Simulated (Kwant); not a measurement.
Model system: GaN/Al0.2Ga0.8N stack with 1 barrier. One parabolic valley. Leads of mass 0.2 mₑ with the band edge at 0; grid 0.1 nm; bias swept from 0.014 to 0.43979 V, dropping linearly over the stack. Emitter Fermi level 0.066 eV, 300 K, equal in the collector.

| layer | thickness (nm) | band offset (eV) | mass (mₑ) |
|---|---|---|---|
| 1 | 3.1 | 0.35 | 0.22 |

The device is made up for the run: typed textbook-type constants, with dimensions and the other settings drawn at random.

Model: one-band effective-mass tight-binding model in one dimension, coherent, no space charge, current by the Tsu-Esaki formula (Kwant).

Sweep values stay those of the base run.

The mass in the first barrier was swept, all else fixed.

| mass in the first barrier (mₑ) | J (A/cm²) at bias = 0.2269 V | J (A/cm²) at bias = 0.4398 V | J (A/cm²) at bias = 0.3215 V | J (A/cm²) at bias = 0.1086 V |
|---|---|---|---|---|
| 0.13 | 173000 | 596000 | 311000 | 73900 |
| 0.18 | 81000 | 341000 | 156000 | 32800 |
| 0.22 | 46600 | 235000 | 95500 | 18000 |
| 0.29 | 19500 | 139000 | 45300 | 6850 |

From the first row to the last the J at bias = 0.2269 V goes from 173000 to 19500. From the first row to the last the J at bias = 0.4398 V goes from 596000 to 139000.
